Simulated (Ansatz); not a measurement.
The reference is CdSe in the wurtzite structure (space group P6_3mc, No. 186).

```xyz
4
Lattice="4.2475 0.0000 0.0000 -2.1238 3.6785 0.0000 0.0000 0.0000 6.9410" Properties=species:S:1:pos:R:3 pbc="T T T"
Cd     0.0000     2.4523     0.0022
Cd     2.1238     1.2262     3.4727
Se     0.0000     2.4523     2.6076
Se     2.1238     1.2262     6.0781
```

Method: LDA (Ansatz, an electronic-structure program, PAW, without spin-orbit coupling).

One change was made to it. Results:

| quantity | base | after |
|---|---|---|
| valence-band top at Γ (three highest levels, from the VBM) | 0.00, 0.00, -0.07 eV | 0.00, 0.00, -0.12 eV |
| c/a ratio | 1.634 | 1.645 |
| lattice parameter a | 8.027 bohr | 7.698 bohr |
| width of the top valence band | 1.88 eV | 2.30 eV |
| electron mass | 0.047 mₑ (at Γ) | 0.064 mₑ (at Γ) |

### Question
Name the change that was made.
A. pressure 22.5 GPa
B. pressure 0.9 GPa
C. pressure 9 GPa
D. pressure −1 GPa
E. pressure 2.1 GPa

### Answer
C, pressure 9 GPa. For comparison, the valence-band top at Γ in the other runs: pressure 2.1 GPa gives 0.00, 0.00, -0.07 eV; pressure 22.5 GPa gives 0.00, 0.00, -0.59 eV; pressure 0.9 GPa gives 0.00, 0.00, -0.07 eV; pressure −1 GPa gives 0.00, 0.00, -0.06 eV.

The levels and masses belong to the bands next to the band gap. Load acts through the strain it causes; cell and atoms are relaxed under it. Effective masses come from finite differences of ±0.01 Å⁻¹. Stability against distortions was not tested. Measured, CdSe leaves this structure (for rock salt) near 2.72 GPa (temperature not stated; as listed in Datta, Sujoy, Jana, Debnarayan, arXiv (2020)), on rising pressure, with hysteresis.
